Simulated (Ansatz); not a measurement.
What S → Se does to PbS

Start from PbS in the rock salt structure (space group Fm-3m, No. 225; a = 6.009 Å).

One thing is altered: Se takes the place of S on all its sites, then cell and atoms are relaxed.

Method: PBE in Ansatz (plane waves to 420 eV, PAW, spin-orbit coupling left out), earlier PAW set. k-mesh 9×9×9 (Γ-centred); smearing 0.05 eV (Fermi–Dirac), for the changed cell.

| quantity | base | changed | shift |
|---|---|---|---|
| volume per atom | 27.12 Å³ | 30.05 Å³ | +2.925 Å³ |
| density | 7.32 g/cm³ | 7.91 g/cm³ | +0.583 g/cm³ |
| lattice parameter a | 6.009 Å | 6.218 Å | +0.209 Å |
| space group | Fm-3m (No. 225) | Fm-3m (No. 225) | – |
| shortest interatomic distance | 3.005 Å | 3.109 Å | +0.104 Å |
| band gap | 0.50 eV | 0.44 eV | -0.06 eV |
| gap character | direct at L | direct at L | – |
| width of the top valence band | 3.15 eV | 2.91 eV | -0.24 eV |
| electron mass | 0.16 mₑ (at L) | 0.15 mₑ along k, 0.12 mₑ across (at L) | – |
| hole mass | – | 0.19 mₑ along k, 0.12 mₑ across (at L) | – |

Final structure:

```xyz
2
Lattice="0.0000 3.1089 3.1089 3.1089 0.0000 3.1089 3.1089 3.1089 0.0000" Properties=species:S:1:pos:R:3 pbc="T T T"
Se     0.0000     0.0000     0.0000
Pb     3.1089     3.1089     3.1089
```

With Pb present, leaving out spin-orbit coupling can change the band edges. Effective masses come from finite differences of ±0.01 Å⁻¹. Along k means along the line from Γ to the band edge. Stability against distortions was not tested.

Ansatz is an electronic-structure program.
